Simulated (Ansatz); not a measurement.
How the band gap of NH4Br (P-43m, No. 215, 6 atoms in the cell; start COD 1008127) moves with the method

No measured value is used here.

```csv
level (code),value (eV)
PBEsol (Ansatz),4.09 (indirect)
PBEsol+SOC (Ansatz),4.01 (direct)
r²SCAN (Ansatz),4.82 (indirect)
dielectric-dependent PBEsol hybrid (Ansatz),6.57 (indirect)
HSE06 (Ansatz),5.45 (indirect)
HSE06+SOC (Ansatz),5.37 (direct)
PBE0 (Ansatz),6.15 (indirect)
r²SCAN0 (Ansatz),6.49 (indirect)
```

Computed values are for a static lattice. Levels without +SOC have no spin–orbit coupling; where heavier elements are present it shifts gaps, mostly down, and can invert bands.  Values are at the measured cell. Cutoffs and k meshes differ between the levels. Ansatz's density-functional and Hartree–Fock values are scalar-relativistic unless marked +SOC, with PAW data made under PBE.

Ansatz is a program for electronic structure.
